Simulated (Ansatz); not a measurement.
Consider SnS in the GeS type structure (space group Pnma, No. 62; a = 10.912 Å, b = 3.954 Å, c = 4.111 Å).

All numbers come from Kohn–Sham DFT with the PBEsol-D3(BJ) functional, run in Ansatz (a first-principles code) with PAW and 420 eV plane waves, spin-orbit coupling left out, earlier PAW set.

Base values:

- Band gap = 0.30 eV

Modification: a free-standing slab of 4 layers (16 atoms, 4 a layer) is cut normal to the stacking axis, with 15 Å of vacuum and the in-plane cell relaxed.

Predict the new excess energy per area of both faces and band gap.

The excess energy per area of both faces (slab less bulk energy over the cell's area: twice a surface energy) comes out as 0.96 J/m²; the band gap goes up by 0.25 eV (0.30 eV → 0.55 eV).

The excess energy carries the mismatch between the slab's and the bulk's meshes. Stability against distortions was not tested. A zero or small gap of SnS can be the functional's error rather than a property of the material.
